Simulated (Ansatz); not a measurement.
Start from CoSn (space group P6/mmm, No. 191; a = 5.241 Å, c = 4.187 Å; non-magnetic). Axes: x lies along a and z along c of the hexagonal cell.

Level of theory: DFT with r2SCAN, PAW potentials and a 500 eV plane-wave cutoff in Ansatz (an electronic-structure program), spin-orbit coupling left out, earlier PAW set.

Base values:

| Item | Result |
|---|---|
| Pressure | 0.0 GPa |
| Volume per atom | 16.60 Å³ |

It is then changed as follows: compressive biaxial strain of 4.11 % in the plane normal to [001], as in epitaxy on a mismatched substrate; the out-of-plane cell vector and the atoms relax.

Question: Predict the new pressure.

Answer: The pressure (mean of the normal stresses, compression positive) goes from zero to 11.0 GPa.

Question: Estimate the effect on the volume per atom.

Answer: The volume per atom decreases by 0.996 Å³, from 16.60 Å³ to 15.61 Å³.

Without a gap, meshes like the base's 10×10×11 leave anisotropic stresses uncertain by several tenths of a GPa, and small strain energies with them. Whether these cells are dynamically stable was not tested. Starting moments died away, wholly or in part, for the base; another magnetic solution may exist. All final runs are without spin polarisation.
